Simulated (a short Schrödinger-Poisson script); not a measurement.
System: symmetric double-gate stack, SiO2 on p-type Si(111), at 77 K.

| layer | material | thickness (nm) | Na (cm⁻³) |
|---|---|---|---|
| 1 | SiO2 | 2.3 | - |
| 2 | Si | 5 | 4e17 |
| 3 | SiO2 | 2.3 | - |

The device is made up for the run: typed textbook-type constants, with dimensions and the other settings drawn at random. SiO2: permittivity 3.9, conduction-band edge (eV) 3.15, gap (eV) 9, electron mass (mₑ) 0.5. Si: permittivity 11.7, conduction-band edge (eV) 0, gap (eV) 1.124, Nv at 300 K (cm⁻³) 3.1e19.

Channel valleys (confinement mass, in-plane density-of-states mass, number): Δ6 0.258, 0.358, 6. At the gates, both at one voltage, the conduction-band edge of layer 1 lies 3.74 eV − eVg above the Fermi level of the channel. Gaps are held at their typed values at every temperature. Mesh 0.03 nm at interfaces.

From a short Schrödinger-Poisson script (our own, NumPy): 1D Poisson equation in equilibrium, electrons quantum, Hartree (BenDaniel-Duke, 12 states a valley, the channel's in-plane mass for all, wave functions ending at the dielectric), parabolic valleys, classical holes, full ionisation, no traps, pinning or gate leakage.

The same stack at other levels of the model or other numerical settings:

```csv
run,sheet density of all electrons at Vg = 2 V (cm⁻²),sheet density of all electrons at Vg = 0.8 V (cm⁻²),capacitance of both gates at Vg = 2 V (μF/cm²),rough cost against the base
base,2.06e13,2.24e12,2.49,about 1
"electrons treated as classical, Boltzmann",2.54e13,3.43e12,?,0.05
"electrons treated as classical, Fermi-Dirac",2.38e13,?,?,0.1
mesh six times as coarse,2.06e13,2.24e12,2.49,0.4
one subband a valley,2.06e13,2.24e12,2.49,0.6
```

Task: Some entries are withheld; supply them.

Result: 
- electrons treated as classical, Fermi-Dirac, capacitance of both gates at Vg = 2 V (μF/cm²): 2.78
- electrons treated as classical, Boltzmann, capacitance of both gates at Vg = 2 V (μF/cm²): 2.97
- electrons treated as classical, Fermi-Dirac, sheet density of all electrons at Vg = 0.8 V (cm⁻²): 3.29e12

The classical rows ignore confinement, and Boltzmann statistics overrate the density once the band edge passes the Fermi level.
